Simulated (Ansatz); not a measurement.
**GaN, pressure series**

Base system: GaN in the zinc blende structure (space group F-43m, No. 216; a = 4.5488 Å).

Cell and atoms are relaxed at each pressure.

All numbers come from Ansatz (a first-principles code), PBE, PAW, cutoff 420 eV, spin-orbit coupling left out, earlier PAW set.

```tsv
pressure (GPa)	volume per atom (Å³/atom)
-2	11.906
-1	11.834
0	11.765
0.3	11.746
0.7	11.719
1.5	?
3	11.570
5	11.448
7.5	11.305
```

Task: Fit the third-order Birch–Murnaghan form P(V) = (3B₀/2)[(V₀/V)^(7/3) − (V₀/V)^(5/3)]·[1 + (3/4)(B₀′ − 4)((V₀/V)^(2/3) − 1)] (squares taken in P) to the rows shown and predict the withheld row.

Result: Least squares on the printed values gives V₀ = 11.766 Å³/atom, B₀ = 173 GPa, B₀′ = 4.1; this predicts 11.666 Å³/atom, and the run gives 11.666 Å³/atom, in agreement.

Load acts through the strain it causes; cell and atoms are relaxed under it. No phonon test of stability was made. Tetrahedral semiconductors of this kind turn to denser phases somewhere between about 1 and 50 GPa; those were not computed, so compressed cells here can lie past the real transition. This is not the structure that GaN has at room temperature and ambient pressure.
